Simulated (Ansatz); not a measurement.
System: ZnS (model structure, started from the BN type, Pm-3n, No. 223, 12 atoms in the cell). Method: r²SCAN+rVV10 (Ansatz, a quantum-chemistry and plane-wave program, plane waves, PAW).

Numerical settings: plane-wave cutoff 560 eV, 6×6×6 k mesh, Fermi–Dirac smearing 0.01 eV, scalar-relativistic PAW data made under PBE.

Cell (relaxed at this level):

```xyz
12
Lattice="6.6164 0.0000 0.0000 0.0000 6.6164 0.0000 0.0000 0.0000 6.6164" Properties=species:S:1:pos:R:3 pbc="T T T"
Zn     1.6541     0.0000     3.3082
Zn     3.3082     1.6541     0.0000
Zn     3.3082     4.9623     0.0000
Zn     4.9623     0.0000     3.3082
Zn     0.0000     3.3082     4.9623
Zn     0.0000     3.3082     1.6541
S      1.6541     3.3082     0.0000
S      0.0000     1.6541     3.3082
S      0.0000     4.9623     3.3082
S      4.9623     3.3082     0.0000
S      3.3082     0.0000     4.9623
S      3.3082     0.0000     1.6541
```

Question: Give the computed band gap.

Answer: 
* **band gap**: 2.50 eV (direct)

Note: the relaxation could raise the start's symmetry but not lower it, so the cell can be a saddle point.

Computed values are for the static lattice.

The result took very roughly 70 core-seconds.

A model structure was made by putting elements into a prototype or built by hand; it is no filed structure, need not be a known phase, and can be a saddle point held by its symmetry.
